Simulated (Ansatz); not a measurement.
A one-dimensional Ag body, 14 atoms a period, stretched and compressed along its axis from its relaxed period of 4.802 Å, atoms relaxed at each length.

```yaml
crystal:
  lattice:
    - [11.00000, 0.00000, 0.00000]
    - [0.00000, 29.50000, 0.00000]
    - [0.00000, 0.00000, 4.80224]
  atoms:
    - { symbol: Ag, position: [0.50000, 0.19368, 0.00000] }
    - { symbol: Ag, position: [0.50000, 0.23890, 0.50000] }
    - { symbol: Ag, position: [0.50000, 0.28667, 0.00000] }
    - { symbol: Ag, position: [0.50000, 0.33429, 0.50000] }
    - { symbol: Ag, position: [0.50000, 0.38152, 0.00000] }
    - { symbol: Ag, position: [0.50000, 0.42894, 0.50000] }
    - { symbol: Ag, position: [0.50000, 0.47643, 0.00000] }
    - { symbol: Ag, position: [0.50000, 0.52357, 0.50000] }
    - { symbol: Ag, position: [0.50000, 0.57106, 0.00000] }
    - { symbol: Ag, position: [0.50000, 0.61848, 0.50000] }
    - { symbol: Ag, position: [0.50000, 0.66571, 0.00000] }
    - { symbol: Ag, position: [0.50000, 0.71333, 0.50000] }
    - { symbol: Ag, position: [0.50000, 0.76110, 0.00000] }
    - { symbol: Ag, position: [0.50000, 0.80632, 0.50000] }
```

Method: PBE (plane waves to 420 eV, PAW; Ansatz, a program for electronic structure). Mesh 1×1×14. No spin polarisation. It repeats along c; a and b span vacuum. A hypothetical model. It keeps the symmetry and period of its start, so it need not be a minimum against all distortions. Values not marked SOC lack spin–orbit coupling. Buckling under compression is shut out by symmetry and the short period. Energies are free energies at a Fermi–Dirac width of 0.05 eV, from the unstrained cell.

```tsv
strain (%)	energy (meV a period)	axial force (nN)
-3.0	+121	-2.78
-1.5	+29	-1.32
0.0	0	+0.01
+1.5	+28	+1.20
+3.0	+106	+2.28
+6.0	+394	+4.04
```

The slope of the force at zero strain is 84 nN.
